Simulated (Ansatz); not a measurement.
Take InSb in the zinc blende structure (space group F-43m, No. 216; a = 6.5561 Å) as the base. Axes: x, y, z lie along the cube axes.

Calculations: r2SCAN/PAW in Ansatz (a quantum-chemistry and plane-wave program), scalar-relativistic without spin-orbit coupling.

Strains are applied to the cell and any free atomic positions relax.

One change was made to it. Results:

The energy increases by 1.7 meV/atom; the shortest interatomic distance decreases by 0.007 Å (2.839 Å → 2.832 Å).

Which of these changes matches the shifts?
A. tensor shear ε_xy = +1.71 %
B. tensor shear ε_xy = +1.14 %
C. tensor shear ε_xy = +0.29 %

B, tensor shear ε_xy = +1.14 %. For comparison, the energy relative to the base in the other runs: tensor shear ε_xy = +1.71 % gives +3.8 meV/atom; tensor shear ε_xy = +0.29 % gives +0.1 meV/atom.

Whether these cells are dynamically stable was not tested. All final runs are without spin polarisation.
